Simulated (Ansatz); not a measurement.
The reference is Pt in the fcc (Cu type) structure (space group Fm-3m, No. 225; relaxed with 0.1 eV smearing).

```
CELL_PARAMETERS angstrom
      0.00000     1.97088     1.97088
      1.97088     0.00000     1.97088
      1.97088     1.97088     0.00000
ATOMIC_POSITIONS crystal
  Pt 0.00000 0.00000 0.00000
```

Cartesian axes are those of the cell as printed.

The values are results of r2SCAN in Ansatz (plane waves to 500 eV, PAW, no spin-orbit coupling), not measurements.

Strains are applied to the cell and any free atomic positions relax; under biaxial strain the out-of-plane vector relaxes too.

One change was made to it. Results:

```json
[
 {"quantity": "pressure (mean of the normal stresses, compression positive)", "base": "0.0 GPa", "after": "-1.7 GPa"},
 {"quantity": "energy relative to the base (free energy F)", "base": "0 meV/atom", "after": "+2.0 meV/atom"},
 {"quantity": "band gap", "base": "zero", "after": "zero"}
]
```

### Question
Name the change that was made.
(A) biaxial strain +1.25 %, plane normal [111], relaxed out of plane
(B) biaxial strain +1.67 %, plane normal [111], relaxed out of plane
(C) biaxial strain +2.08 %, plane normal [111], relaxed out of plane
(D) biaxial strain +0.83 %, plane normal [111], relaxed out of plane

### Answer
D, biaxial strain +0.83 %, plane normal [111], relaxed out of plane. For comparison, the energy relative to the base in the other runs: biaxial strain +1.25 %, plane normal [111], relaxed out of plane gives +4.5 meV/atom; biaxial strain +2.08 %, plane normal [111], relaxed out of plane gives +12 meV/atom; biaxial strain +1.67 %, plane normal [111], relaxed out of plane gives +7.9 meV/atom.

Whether these cells are dynamically stable was not tested. All final runs are without spin polarisation.

Ansatz is an electronic-structure program.
